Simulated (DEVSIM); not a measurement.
Device: Schottky contact on n-type GaP, at 300 K.

| layer (left to right) | material | thickness (μm) | Nd (cm⁻³) | τn (s) | τp (s) |
|---|---|---|---|---|---|
| 1 | GaP | 2.10 | 1.8e16 | 1.5e-6 | 1.5e-6 |

Left contact: Schottky, work function 4.66 eV, emission velocity 5.4e6 cm/s. Right contact: ohmic. Voltage is applied to the left contact. Recombination: SRH at mid-gap, Auger. Mobility is constant in doping.

Constants are typed, rounded textbook-type inputs, not results; the design itself was drawn at random and stands for no fabricated device. Values at 300 K.

```tsv
parameter	GaP
gap (eV)	2.26
affinity (eV)	3.8
permittivity	11.1
Nc (cm⁻³)	1.8e19
Nv (cm⁻³)	1.9e19
μn (cm²/Vs)	250
μp (cm²/Vs)	150
Cn (cm⁶/s)	1e-30
Cp (cm⁶/s)	1e-30
```

Model (solved in DEVSIM): 1D drift-diffusion, Boltzmann statistics, complete ionisation; no tunnelling, impact ionisation, image-force lowering or self-heating. Metal contacts follow the ideal Schottky-Mott rule: no Fermi-level pinning, no interface dipoles.

Tabulate band edges, carrier densities and field at 1.15 V on the left contact.

Energies count from the Fermi level of the right contact; mesh points crowd at the junctions.

```json
[
 {"x (μm)": "0.000", "Ec (eV)": "-0.290", "Ev (eV)": "-2.550", "n (cm⁻³)": "2.0e15", "p (cm⁻³)": "< 1e2", "field (V/cm)": "-7700"},
 {"x (μm)": "0.009236", "Ec (eV)": "-0.296", "Ev (eV)": "-2.556", "n (cm⁻³)": "4.2e15", "p (cm⁻³)": "< 1e2", "field (V/cm)": "-5600"},
 {"x (μm)": "0.02383", "Ec (eV)": "-0.302", "Ev (eV)": "-2.562", "n (cm⁻³)": "8.0e15", "p (cm⁻³)": "< 1e2", "field (V/cm)": "-2700"},
 {"x (μm)": "0.04203", "Ec (eV)": "-0.305", "Ev (eV)": "-2.565", "n (cm⁻³)": "1.2e16", "p (cm⁻³)": "< 1e2", "field (V/cm)": "-410"},
 {"x (μm)": "0.07869", "Ec (eV)": "-0.302", "Ev (eV)": "-2.562", "n (cm⁻³)": "1.6e16", "p (cm⁻³)": "< 1e2", "field (V/cm)": "1700"},
 {"x (μm)": "0.1175", "Ec (eV)": "-0.294", "Ev (eV)": "-2.554", "n (cm⁻³)": "1.8e16", "p (cm⁻³)": "< 1e2", "field (V/cm)": "2200"},
 {"x (μm)": "0.1709", "Ec (eV)": "-0.282", "Ev (eV)": "-2.542", "n (cm⁻³)": "1.8e16", "p (cm⁻³)": "< 1e2", "field (V/cm)": "2400"},
 {"x (μm)": "0.2785", "Ec (eV)": "-0.256", "Ev (eV)": "-2.516", "n (cm⁻³)": "1.8e16", "p (cm⁻³)": "< 1e2", "field (V/cm)": "2400"},
 {"x (μm)": "0.4093", "Ec (eV)": "-0.225", "Ev (eV)": "-2.485", "n (cm⁻³)": "1.8e16", "p (cm⁻³)": "< 1e2", "field (V/cm)": "2400"},
 {"x (μm)": "0.5723", "Ec (eV)": "-0.186", "Ev (eV)": "-2.446", "n (cm⁻³)": "1.8e16", "p (cm⁻³)": "< 1e2", "field (V/cm)": "2400"},
 {"x (μm)": "0.7965", "Ec (eV)": "-0.132", "Ev (eV)": "-2.392", "n (cm⁻³)": "1.8e16", "p (cm⁻³)": "< 1e2", "field (V/cm)": "2400"},
 {"x (μm)": "1.208", "Ec (eV)": "-0.034", "Ev (eV)": "-2.294", "n (cm⁻³)": "1.8e16", "p (cm⁻³)": "< 1e2", "field (V/cm)": "2400"},
 {"x (μm)": "1.459", "Ec (eV)": "0.026", "Ev (eV)": "-2.234", "n (cm⁻³)": "1.8e16", "p (cm⁻³)": "< 1e2", "field (V/cm)": "2400"},
 {"x (μm)": "1.659", "Ec (eV)": "0.073", "Ev (eV)": "-2.187", "n (cm⁻³)": "1.8e16", "p (cm⁻³)": "< 1e2", "field (V/cm)": "2400"},
 {"x (μm)": "1.825", "Ec (eV)": "0.113", "Ev (eV)": "-2.147", "n (cm⁻³)": "1.8e16", "p (cm⁻³)": "< 1e2", "field (V/cm)": "2400"},
 {"x (μm)": "1.907", "Ec (eV)": "0.132", "Ev (eV)": "-2.128", "n (cm⁻³)": "1.8e16", "p (cm⁻³)": "< 1e2", "field (V/cm)": "2400"},
 {"x (μm)": "1.966", "Ec (eV)": "0.147", "Ev (eV)": "-2.113", "n (cm⁻³)": "1.8e16", "p (cm⁻³)": "< 1e2", "field (V/cm)": "2400"},
 {"x (μm)": "2.009", "Ec (eV)": "0.157", "Ev (eV)": "-2.103", "n (cm⁻³)": "1.8e16", "p (cm⁻³)": "< 1e2", "field (V/cm)": "2400"},
 {"x (μm)": "2.050", "Ec (eV)": "0.167", "Ev (eV)": "-2.093", "n (cm⁻³)": "1.8e16", "p (cm⁻³)": "< 1e2", "field (V/cm)": "2400"},
 {"x (μm)": "2.073", "Ec (eV)": "0.172", "Ev (eV)": "-2.088", "n (cm⁻³)": "1.8e16", "p (cm⁻³)": "< 1e2", "field (V/cm)": "2400"},
 {"x (μm)": "2.087", "Ec (eV)": "0.175", "Ev (eV)": "-2.085", "n (cm⁻³)": "1.8e16", "p (cm⁻³)": "< 1e2", "field (V/cm)": "2400"},
 {"x (μm)": "2.100", "Ec (eV)": "0.179", "Ev (eV)": "-2.081", "n (cm⁻³)": "1.8e16", "p (cm⁻³)": "< 1e2", "field (V/cm)": "2400"}
]
```
